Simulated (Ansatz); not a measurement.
Convergence series on MgBe₂ (Fd-3m, 6 atoms in the cell)

Space group Fd-3m, origin choice 1 (No. 227); a = 7.008 Å, b = 7.008 Å, c = 7.008 Å, α = 90.00°, β = 90.00°, γ = 90.00°

| atom | site | symmetry | x | y | z |
|---|---|---|---|---|---|
| Be | 16d | .-3m | 0.6250 | 0.6250 | 0.6250 |
| Mg | 8a | -43m | 0.0000 | 0.0000 | 0.0000 |
(The calculation used a cell of 6 atoms; values per cell refer to that cell.)

Method of the run: PBE (plane waves, PAW; Ansatz, a first-principles code).

The starting cell was generated: these elements placed on a structure prototype, without a prior relaxation; it need not be a known phase or ordering of this composition. In the base run, with a pressure of about -12 GPa the cell is away from its equilibrium volume at this level. Ansatz's pressure includes its estimate of the finite-basis (Pulay) stress.

Held fixed: kpoints.mp_grid.grid = 7 7 7; hamiltonian.xc = pbe; hamiltonian.pseudopotentials = {kind: paw}, with the files named one by one; scf.occupations.method = gaussian; scf.occupations.width = 0.1 eV.

ΔF is the free energy per atom less that of the last row (840 eV).

The first pressure column holds Ansatz's estimate of the finite-basis (Pulay) stress, which hides part of the cutoff error; the other is without it.

The series runs over basis.ecutwfc = 170 eV; 210 eV; 250 eV; 295 eV; 335 eV; 380 eV; 420 eV; 485 eV; 545 eV; 630 eV; 735 eV; 840 eV.

### Question
From which setting on does the energy stay within 2 meV/atom of the last one?

### Answer
From basis.ecutwfc = 380 eV on; the one before it is off by 2.7 meV/atom.

```
basis.ecutwfc  ΔF (meV/atom)  pressure (GPa)  pressure at a fixed set of plane waves (GPa)  plane waves  iterations
-------------  -------------  --------------  --------------------------------------------  -----------  ----------
170 eV                2228.7          -11.03                                       -130.32          411           6
210 eV                 424.3          -11.32                                        -38.71          609           6
250 eV                  79.6          -11.41                                        -17.59          749           6
295 eV                  12.3          -11.53                                        -12.61          965           7
335 eV                   2.7          -11.52                                        -11.76         1243           7
380 eV                  0.64          -11.52                                        -11.57         1459           7
420 eV                  0.26          -11.52                                        -11.54         1687           7
485 eV                  0.07          -11.52                                        -11.53         2085           7
545 eV                  0.04          -11.52                                        -11.52         2445           7
630 eV                  0.02          -11.52                                        -11.52         3119           7
735 eV                  0.01          -11.52                                        -11.52         3839           7
840 eV                  0.00          -11.52                                        -11.52         4693           7
```

Keys are those of Ansatz 0.2.
